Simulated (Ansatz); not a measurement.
The reference is CuI in the zinc blende structure (space group F-43m, No. 216).

```
CuI
1.0
    0.00000     3.01043     3.01043
    3.01043     0.00000     3.01043
    3.01043     3.01043     0.00000
I Cu
1 1
Cartesian
  4.51565   4.51565   4.51565
  0.00000   0.00000   0.00000
```

Method: r2SCAN (Ansatz, a program for electronic structure; PAW; 500 eV plane waves; spin-orbit coupling left out), earlier PAW set.

One change was made to it. Results:

```csv
quantity,base,after
band gap,1.67 eV,zero
lattice parameter a,6.021 Å,7.370 Å
```

What was done to the base?
A. Cu → Sb
B. I → Te
C. Cu → Mn
D. Cu → Cd

A, Cu → Sb. For comparison, the lattice parameter a in the other runs: Cu → Mn gives 6.255 Å; I → Te gives 5.841 Å; Cu → Cd gives 7.238 Å.

Other magnetic orders, which the real material may have, were not ruled out. Spin-orbit coupling, missing from the scalar runs, can matter with I. Stability against distortions was not tested. As relaxed here, SbI, MnI, CuTe and CdI are hypothetical phases, not in the database extracts checked. Spin-polarised in the final run: MnI; the other runs are not. An odd electron count without spin: CuTe and CdI.
